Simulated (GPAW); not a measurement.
Band structure of SrCd (Pm-3m, 2 atoms in the cell).

```xyz
2
Lattice="4.0667 0.0000 0.0000 0.0000 4.0667 0.0000 0.0000 0.0000 4.0667" Properties=species:S:1:pos:R:3 pbc="T T T"
Sr     2.0334     2.0334     2.0334
Cd     0.0000     0.0000     0.0000
```

Computed with PBEsol, GPAW PAW datasets PBEsol (made by gpaw-setup) (plane waves; GPAW 25.7.0).

Settings: mode = pw; ecut = 550 eV; xc = PBEsol; kpts = 11 11 11; mesh shift (steps) = 0 0 0; occupations.name = fermi-dirac; occupations.width = 0.1 eV; nbands = -10; symmetry.symmorphic = false; symmetry.tolerance = 0.0005; maxiter = 120; bandpath_npoints = 40.

The starting cell comes from a database of computed structures (which also holds hypothetical and non-ambient phases and stackings), without a prior relaxation at this level. Its lattice was rescaled by a random factor within 2.5 % of one.

Levels in eV from the Fermi level, bands 8 to 15:
| point | 8 | 9 | 10 | 11 | 12 | 13 | 14 | 15 |
|---|---|---|---|---|---|---|---|---|
| Γ | -8.36 | -8.36 | -5.66 | 1.40 | 1.40 | 3.82 | 3.82 | 3.82 |
| X | -8.35 | -8.34 | -3.57 | -2.35 | 1.78 | 2.25 | 2.25 | 5.16 |
| M | -8.42 | -8.25 | -3.04 | -0.05 | -0.05 | 1.08 | 3.81 | 3.81 |
| R | -8.24 | -8.24 | -0.86 | -0.67 | -0.67 | -0.67 | 4.36 | 4.36 |

Bands cross the Fermi level along this path, so the cell is metallic at this level.
